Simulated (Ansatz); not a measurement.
The reference is Ga$_{2}$O$_{3}$ in the corundum structure (space group R-3c, No. 167; a = 5.000 Å, c = 13.449 Å (hexagonal axes)).

All numbers come from PBEsol, PAW, 420 eV (Ansatz, a first-principles code; no SOC).

Before the change:

| Property | Result |
|---|---|
| Gap character | indirect, Γ–S₀ (50 % along) → Γ |
| Density | 6.41 g/cm³ |
| Band gap | 2.70 eV |

Perturbation: a hydrostatic pressure of 22.5 GPa.

Question: Predict the new gap character, density and band gap.

Answer: The gap character remains indirect, Γ–S₀ (50 % along) → Γ; the density grows by 0.57 g/cm³ (6.41 g/cm³ → 6.98 g/cm³); the band gap grows by 0.91 eV (2.70 eV → 3.61 eV).

Load acts through the strain it causes; cell and atoms are relaxed under it. No phonon test of stability was made. No other phases were tried under pressure.
